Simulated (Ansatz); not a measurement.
Consider a periodic stack without vacuum, rock-salt TaN (1 1 0) on tetragonal HfO2 (1 0 0), 2 Si on Ta sites at each interface (film strained to the substrate, faces as cut): substrate slab Hf24O48, film N24Ta20Si4, surface cells [[1, -1], [3, 0]] and [[0, -2], [2, -2]], film strained by -0.1 and +3.2 %, faces HfO/HfO and NTa/NTa as cut (like faces can put a slab off its formula). Its start:

```xyz
120
Lattice="6.3798 0.0000 -0.0177 6.1090 8.9220 0.0104 0.2678 0.5747 25.5388" Properties=species:S:1:pos:R:3 pbc="T T T"
Hf     5.3939     2.7188     1.1823
Hf     7.6084     6.0059     1.4304
Hf     9.4155     8.9022     1.6435
Hf     6.3040     8.8314     2.9464
Hf     1.9881     3.0551     2.8285
Hf     4.4020     5.9330     2.6552
O      5.2622     0.6560     1.2310
O      7.1809     3.9000     1.3003
O      9.5203     6.8644     1.2081
O      3.2132     2.1534     1.4790
O      5.5521     5.9228     0.7454
O      7.4069     8.2012     1.3746
O      6.5686     1.9861     2.9550
O      8.8516     5.0911     2.8500
O     10.6686     8.0586     3.1979
O      4.7968     3.8843     2.7242
O      6.5085     6.4649     3.0553
O      2.2999     0.4878     3.3361
Hf     5.2007     3.1846     4.7126
Hf     7.1259     6.0489     5.0813
Hf     9.5220     8.8645     4.9737
Hf     6.0650     9.1962     6.6300
Hf     2.1169     3.0603     6.3684
Hf     3.9983     5.9767     6.5868
O      5.0691     1.1454     5.0300
O      7.1172     3.9726     4.6757
O      8.9660     6.9361     5.0977
O      3.0591     2.7452     4.5602
O      4.8483     5.5093     4.7321
O      6.6204     8.2031     4.9251
O      6.6226     2.3068     6.7529
O      8.4630     5.0541     6.6708
O     10.6470     8.0968     6.6673
O      4.4112     3.7088     6.5149
O      6.2159     6.3549     6.8437
O      2.2969     0.7209     6.4952
Hf     5.1262     3.1372     8.4286
Hf     7.2438     6.0633     8.6008
Hf     9.2216     9.0165     8.3621
Hf     5.8843     9.0419    10.0966
Hf     1.9793     3.1042    10.0468
Hf     4.0147     6.0806    10.1757
O      4.9823     1.0069     8.3846
O      6.9352     4.0805     8.7701
O      9.0710     6.9725     8.3874
O      2.8345     2.6512     8.2427
O      4.5973     5.2566     8.4681
O      6.9408     8.4724     8.4350
O      6.5423     2.0642    10.3024
O      8.5149     5.3156    10.4017
O     10.4102     8.1313    10.2802
O      4.2571     3.4150    10.2571
O      6.1810     6.5925    10.2828
O      2.4639     0.9330    10.0803
Hf     4.9812     3.2032    12.2165
Hf     7.2059     6.2465    12.2083
Hf     9.0524     9.2399    11.9787
Hf     6.1250     9.2236    13.5699
Hf     1.7457     3.2466    13.5765
Hf     3.8546     5.9167    13.8410
O      4.8937     0.9438    12.1990
O      6.8458     4.1658    12.0806
O      9.1063     7.2465    12.6019
O      2.7029     2.5791    11.9814
O      4.4707     5.2932    12.0100
O      6.9987     8.5091    11.7617
O      6.3060     2.3679    13.7400
O      8.2244     5.2908    13.8379
O     11.1417     8.9314    14.9963
O      3.9188     3.8169    13.9358
O      5.7974     6.9779    13.4898
O      2.0137     0.8688    13.7416
N      3.9898     1.8747    16.8697
N      7.1870     2.0090    16.7754
N      7.1234     6.1784    16.7588
N     10.2601     6.4810    16.2406
N      5.3454     3.8659    18.1834
N      8.9281     3.8672    18.1769
N      8.5420     8.2928    17.9870
N     12.0401     8.2571    17.9810
N      7.3158     1.7092    19.7216
N      3.9219     1.7150    19.6954
N     10.3452     6.1760    19.6433
N      6.9741     6.1837    19.6265
N      8.5951     3.9603    21.1955
N      5.6189     3.9329    21.2781
N     11.7475     8.3640    21.1325
N      8.7276     8.3824    21.0911
N      4.3000     1.4849    22.7393
N      7.0612     1.5410    22.6808
N      7.2622     5.9781    22.8166
N     10.3040     5.9677    22.9012
N      5.5205     4.1014    24.6655
N      8.8264     3.9046    24.0485
N      8.6575     8.5852    24.0644
N     11.8653     8.3671    23.9964
Ta     5.6688     1.6099    18.1611
Ta     2.3140     1.5663    18.0767
Ta     8.9804     6.1122    17.8648
Ta     5.3305     6.0856    17.9525
Si     3.9389     3.6546    17.0400
Ta     7.1423     4.0022    17.0065
Si     7.1103     7.9414    16.8806
Ta    10.3469     8.5669    16.6394
Ta     2.4883     1.7647    21.2202
Ta     5.6355     1.6680    20.9651
Ta     5.5135     6.1715    21.2504
Ta     8.6657     6.1276    20.9951
Ta     7.0666     4.0300    19.7129
Ta     3.9404     3.9678    19.9530
Ta    10.2686     8.3876    19.5547
Ta     7.0391     8.3185    19.7877
Si     5.7054     1.2151    23.8651
Ta     2.4613     1.7099    23.8728
Si     8.7921     5.6888    23.8852
Ta     5.6602     6.1862    24.3157
Ta     4.2968     3.7903    23.0098
Ta     7.0595     3.7961    22.8899
Ta     7.1788     8.1958    22.7026
Ta    10.1429     8.1238    22.7637
```

The start was prepared with a machine-learned potential, and the result is one local minimum, with the in-plane cell held and forces under 0.04 eV/Å; the film can end far from its bulk form.

Computed with PBE (plane waves to 420 eV, PAW; Ansatz, a first-principles code). No spin–orbit coupling; the runs are not spin-polarised; PBE gaps are too small against experiment. Its k-point mesh 5×3×1, Fermi–Dirac width 0.05 eV.

Question: Predict the relaxed interface.

Answer: The interface area is 56.9 Å². The period is 24.97 Å and the gaps between the outermost planes at the two interfaces is 1.58 and 1.39 Å. The Hf–Ta contacts across the interfaces within 1.22 times the sum of covalent radii comes out as 18, mean 3.77 Å, the Hf–Si contacts across the interfaces within 1.22 times the sum of covalent radii comes out as 6, mean 3.08 Å and the Hf–N contacts across the interfaces within 1.22 times the sum of covalent radii is 4, mean 2.30 Å. The O–Ta contacts across the interfaces within 1.22 times the sum of covalent radii is 4, mean 2.15 Å.
